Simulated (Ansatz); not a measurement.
The parent structure is Os in the hcp (Mg type) structure (space group P6_3/mmc, No. 194; a = 2.7543 Å, c = 4.3474 Å; relaxed with 0.1 eV smearing). Axes: x lies along a and z along c of the hexagonal cell.

Method: PBE, PAW, 420 eV (Ansatz, a first-principles code; scalar-relativistic without spin-orbit coupling).

Before the change:

| Property | Value |
|---|---|
| Shortest interatomic distance | 269.3 pm |
| Band gap | zero |

Perturbation: uniaxial strain ε_zz = +2.50 %, all other strain components held at zero, atoms relaxed at fixed cell.

**Question.** What happens to the stress, energy relative to the base, shortest interatomic distance and band gap?

**Answer.** The stress (xx, yy, zz, yz, xz, xy; compression positive) comes out as (-4.8, -4.8, -18.5, 0.0, 0.0, 0.0) GPa; the energy grows by 21 meV/atom; the shortest interatomic distance goes up by 4.4 pm to 273.7 pm; the band gap is still zero.

Whether these cells are dynamically stable was not tested. All final runs are without spin polarisation.
